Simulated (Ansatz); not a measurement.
The parent structure is CdGeAs$_{2}$ in the chalcopyrite structure (space group I-42d, No. 122).

```
CdGeAs2
1.0
   -2.97099     2.97099     5.65597
    2.97099    -2.97099     5.65597
    2.97099     2.97099    -5.65597
Cd Ge As
2 2 4
Direct
  0.00000   0.00000   0.00000
  0.75000   0.25000   0.50000
  0.50000   0.50000   0.00000
  0.25000   0.75000   0.50000
  0.87500   0.84974   0.47474
  0.15026   0.62500   0.02526
  0.37500   0.40026   0.52526
  0.59974   0.12500   0.97474
```

Cartesian axes are those of the cell as printed.

Method: PBEsol, PAW, 420 eV (Ansatz, an electronic-structure program; no spin-orbit coupling).

Base values:

* **Pressure**: 0.00 GPa
* **Volume per atom**: 24.96 Å³

Modification: tensile biaxial strain of 1.50 % in the plane normal to [001], as in epitaxy on a mismatched substrate; the out-of-plane cell vector and the atoms relax.

### Question
What happens to the pressure, energy relative to the base and volume per atom?

### Answer
The pressure (mean of the normal stresses, compression positive) goes from zero to -0.73 GPa; the energy rises by 2.6 meV/atom; the volume per atom grows by 0.28 Å³ (24.96 Å³ → 25.24 Å³).

No phonon test of stability was made.
